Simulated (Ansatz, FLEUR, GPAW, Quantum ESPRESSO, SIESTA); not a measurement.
One structure in several programs: Co (P6_3/mmc, 2 atoms in the cell)

Self-consistent single point, at a second geometry (lattice scaled by 0.98). First geometry:

```
Co
1.0
    2.46557     0.00000     0.00000
   -1.23279     2.13525     0.00000
    0.00000     0.00000     4.01068
Co
2
Direct
  0.33333   0.66667   0.25000
  0.66667   0.33333   0.75000
```
Moments meant for the start (each program seeds them in its own way; μB, in the order of the atoms Co Co): 3.0 3.0.

Shared settings, as Ansatz (a program for electronic structure) writes them: kpoints.mp_grid.grid = 20 20 11; scf.occupations.method = gaussian; scf.occupations.width = 0.136 eV. Potentials and cutoffs stand in the table.

| code | model | ΔF from the first geometry (meV/atom) | pressure (GPa) | size of the net moment (μB/atom) | cutoff |
|---|---|---|---|---|---|
| Ansatz | PBE, default PAW files | 56.7 | 23.46 | 1.55 | 420 eV |
| FLEUR | PBE, all-electron FLAPW (FLEUR), scalar-relativistic valence | – | – | 1.55 | Kmax 3.6 1/bohr |
| Quantum ESPRESSO | PBE, PSlibrary ultrasoft (PBE) pseudopotentials | 60.1 | 22.97 | 1.57 | 50 Ry |
| GPAW | PBE, GPAW PAW datasets PBE (gpaw-data 1.0.1) | 64.1 | 25.46 | 1.55 | 800 eV |
| SIESTA | GGA PBE, numerical atomic orbitals DZP, PseudoDojo PBE standard norm-conserving potentials (rewritten from UPF to PSML) | 13.9 | 11.97 | 1.57 | grid 300 Ry |

For Quantum ESPRESSO (by 1.5 GPa) the energy change implies a higher mean pressure, against the two pressures, than for the other programs: a sign of finite-basis (Pulay) stress.

A dash marks a value that a program does not give, or that is left out as unsure.

On Ansatz's run: the magnetic order is the one reached from the typed start; others were not searched systematically.

The spread over the programs that give each value: ΔF from the first geometry within 50.2 meV/atom; pressure within 13.49 GPa; size of the net moment within 0.02 μB/atom.

SIESTA uses small atom-centred bases, whose incompleteness enters pressures, forces and empty levels differently from a plane-wave cutoff. FLEUR treats all electrons, but the usual bases taken here (sphere radii, linearisation, local orbitals, empty states) were not tested for convergence, so the values are no reference for the others. Ansatz's pressure is given at a fixed set of plane waves, as the other plane-wave codes print theirs; with its correction for the finite basis it is 23.66 GPa. In the pressure, GPAW (by 2.00) and SIESTA (by 11.49) lie more than 1 GPa from the median of the plane-wave programs.

The starting cell comes from a database of computed structures (which also holds hypothetical and non-ambient phases and stackings), without a prior relaxation at this level. Its lattice was rescaled by a random factor within 2.5 % of one. For this run, on top of that: lattice scaled by 0.98.

Keys are those of Ansatz 0.2.
